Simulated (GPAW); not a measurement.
Input and output of a self-consistent single point for Zr₄Al₃ (P6/mmm, 7 atoms in the cell) (GPAW).

Computed with PBEsol, GPAW PAW datasets PBEsol (made by gpaw-setup) (plane waves; GPAW).

```yaml
crystal:
  lattice:
    - [5.46907, 0.00000, 0.00000]
    - [-2.73453, 4.73635, 0.00000]
    - [0.00000, 0.00000, 5.42910]
  atoms:
    - { symbol: Zr, position: [0.00000, 0.00000, 0.26033] }
    - { symbol: Zr, position: [0.00000, 0.00000, 0.73967] }
    - { symbol: Zr, position: [0.33333, 0.66667, 0.50000] }
    - { symbol: Zr, position: [0.66667, 0.33333, 0.50000] }
    - { symbol: Al, position: [0.00000, 0.50000, 0.00000] }
    - { symbol: Al, position: [0.50000, 0.00000, 0.00000] }
    - { symbol: Al, position: [0.50000, 0.50000, 0.00000] }
```

Reference input (self-consistent single point, DFT LDA (Perdew-Wang 92), plane waves, GPAW PAW datasets LDA (gpaw-data 1.0.1)): mode = pw; ecut = 550 eV; xc = LDA; kpts = 5 5 4; mesh shift (steps) = 0 0 0; occupations.name = fermi-dirac; occupations.width = 0.1 eV; nbands = -13; symmetry.symmorphic = false; symmetry.tolerance = 0.0005; maxiter = 150. This run's input differs from it in these lines:

```diff
@@ -18,3 +18,3 @@
 calc = GPAW(mode={'name': 'pw', 'ecut': 550},
-            xc='LDA',
+            xc='PBEsol',
             kpts={'size': (5, 5, 4), 'gamma': True},
```

Its files differ too (potentials: GPAW PAW datasets PBEsol (made by gpaw-setup)).

Log, with long lists cut:

```
     iter     time        total  log10-change:
                         energy   eigst   dens
iter:   1 --:--:--   -48.083687
iter:   2 --:--:--   -47.966430   -0.47  -1.22
iter:   3 --:--:--   -47.494574   -0.90  -1.25
iter:   4 --:--:--   -47.450021   -1.88  -1.42
iter:   5 --:--:--   -47.324268   -1.31  -1.44
iter:   6 --:--:--   -47.351431   -1.88  -1.98
iter:   7 --:--:--   -47.286452   -2.02  -1.93
iter:   8 --:--:--   -47.281148   -3.47  -2.38
iter:   9 --:--:--   -47.280940c  -3.46  -2.59
iter:  10 --:--:--   -47.280411c  -2.91  -2.63
iter:  11 --:--:--   -47.278756c  -4.44  -2.87
iter:  12 --:--:--   -47.278414c  -4.94  -3.13
iter:  13 --:--:--   -47.278698c  -5.04  -3.24
   [... 2 lines left out ...]
iter:  16 --:--:--   -47.278461c  -5.08  -3.62
iter:  17 --:--:--   -47.278466c  -5.52  -3.72
iter:  18 --:--:--   -47.278467c  -7.01  -3.92
iter:  19 --:--:--   -47.278480c  -5.66  -3.95
iter:  20 --:--:--   -47.278475c  -6.16  -4.06c
iter:  21 --:--:--   -47.278482c  -6.33  -4.25c
iter:  22 --:--:--   -47.278485c  -7.69c -4.24c
Converged after 22 iterations.

Dipole moment: (-0.000005, -0.000003, 0.000000) |e|*Ang

Energy contributions relative to reference atoms: (reference = -411121.786703)

Kinetic:        +18.496854
Potential:      -16.979774
External:        +0.000000
XC:             -50.152215
Entropy (-ST):   -0.137555
Local:           +1.425427
SIC:             +0.000000
--------------------------
Free energy:    -47.347263
Extrapolated:   -47.278485

Showing only first 2 kpts
 Kpt  Band  Eigenvalues  Occupancy
  0    26      6.78788    2.00000
  0    27      7.20491    1.99994
  0    28      7.20494    1.99994
  0    29      9.54369    0.00000

  1    26      7.22445    1.99993
  1    27      7.22448    1.99993
  1    28      7.85664    1.96066
  1    29      9.65706    0.00000

Fermi level: 8.24753

No gap
   [... lines left out ...]
  1 Zr    0.00000    0.00000   -0.03148
  2 Zr   -0.00000    0.00000    0.00000
  3 Zr    0.00000    0.00000    0.00000
  4 Al   -0.00000    0.00000    0.00000
  5 Al   -0.00000    0.00000    0.00000
  6 Al   -0.00000   -0.00000    0.00000

Stress tensor:
     0.028209    -0.000000     0.000000
    -0.000000     0.028209     0.000000
     0.000000     0.000000     0.031935
Stress (GPa, Voigt): [ 4.5195  4.5195  5.1165  0.      0.     -0.    ]
```

The run converged in 22 iterations. GPAW prints stress with tension positive. Against the reference run the pressure goes from -7.42 to -4.72 GPa and the largest force goes from 0.073 to 0.031 eV/Å.

The starting cell comes from a database of computed structures (which also holds hypothetical and non-ambient phases and stackings), without a prior relaxation at this level. Its lattice was rescaled by a random factor within 2.5 % of one. With a pressure of about -5 GPa the cell is away from its equilibrium volume at this level.

Cost on one core of a shared machine: roughly 3 min.
